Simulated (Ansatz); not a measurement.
Base system: Li in the bcc (W type) structure (space group Im-3m, No. 229; a = 3.434 Å; relaxed with 0.1 eV smearing). Axes: x, y, z lie along the cube axes.

Method: PBEsol (Ansatz, a quantum-chemistry and plane-wave program, PAW, without spin-orbit coupling).

Before the change:

Pressure: 0.0 GPa
Volume per atom: 20.25 Å³

The change: compressive biaxial strain of 1.67 % in the plane normal to [111], as in epitaxy on a mismatched substrate; the out-of-plane cell vector and the atoms relax.

### Question
How does this affect the pressure?

### Answer
The pressure (mean of the normal stresses, compression positive) goes from zero to 0.4 GPa.

### Question
Predict the new volume per atom.

### Answer
The volume per atom drops by 0.507 Å³, from 20.25 Å³ to 19.75 Å³.

No phonon test of stability was made.
